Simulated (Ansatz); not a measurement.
**W under a change: uniaxial strain ε_zz = −2.50 %**

Consider W in the bcc (W type) structure (space group Im-3m, No. 229; a = 3.154 Å; relaxed with 0.1 eV smearing). Axes: x, y, z lie along the cube axes.

It is then changed as follows: the cell is compressed by 2.50 % along z with no lateral relaxation; the atoms relax in the strained cell.

Calculations: PBEsol in Ansatz (plane waves to 420 eV, PAW, scalar-relativistic without spin-orbit coupling). Γ-centred 29×29×29 mesh, Fermi–Dirac width 0.1 eV.

The volume per atom decreases by 0.39 Å³ (15.69 Å³ → 15.30 Å³) and the space group goes from Im-3m (No. 229) to I4/mmm (No. 139). The shortest interatomic distance drops by 0.023 Å (2.732 Å → 2.709 Å) and the energy grows by 18 meV/atom. The pressure (mean of the normal stresses, compression positive) goes from zero to 8.7 GPa and the band gap remains zero. The stress (xx, yy, zz, yz, xz, xy; compression positive) amounts to (5.7, 5.7, 14.8, 0.0, 0.0, 0.0) GPa.

No phonon test of stability was made. The final runs are not spin-polarised.

Ansatz is a program for electronic structure.
